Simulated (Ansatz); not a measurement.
**Sr$_{2}$ZnMoO$_{6}$ (space group Fm-3m, No. 225)**

```cif
data_MoO6Sr2Zn
_chemical_formula_sum 'Sr2 Zn1 Mo1 O6'
_space_group_name_H-M_alt 'P 1'
_space_group_IT_number 1
_cell_length_a 5.60555
_cell_length_b 5.60555
_cell_length_c 5.60555
_cell_angle_alpha 60.000
_cell_angle_beta 60.000
_cell_angle_gamma 60.000
loop_
_space_group_symop_operation_xyz
  'x, y, z'
loop_
_atom_site_label
_atom_site_type_symbol
_atom_site_fract_x
_atom_site_fract_y
_atom_site_fract_z
_atom_site_occupancy
Sr1 Sr 0.25000 0.25000 0.25000 1
Sr2 Sr 0.75000 0.75000 0.75000 1
Zn1 Zn 0.50000 0.50000 0.50000 1
Mo1 Mo 0.00000 0.00000 0.00000 1
O1 O 0.75936 0.24064 0.75936 1
O2 O 0.24064 0.75936 0.24064 1
O3 O 0.75936 0.24064 0.24064 1
O4 O 0.24064 0.75936 0.75936 1
O5 O 0.75936 0.75936 0.24064 1
O6 O 0.24064 0.24064 0.75936 1
```

Calculations: Ansatz (a program for electronic structure), r2SCAN, PAW, cutoff 500 eV, spin-orbit coupling left out. Γ-centred 7×7×7 mesh, Fermi–Dirac width 0.05 eV.

- Volume per atom = 12.45 Å³
- Density = 5.77 g/cm³
- Band gap = 2.38 eV, indirect, L → X
- Lowest conduction-band minima above the VBM = X along ⟨100⟩ 2.38 eV
- Total energy = -1882.523 eV/atom (σ→0; compares only within this code and set-up)

Gaps are Kohn–Sham eigenvalue differences; semilocal functionals usually give less than the measured gap. No phonon test of stability was made.
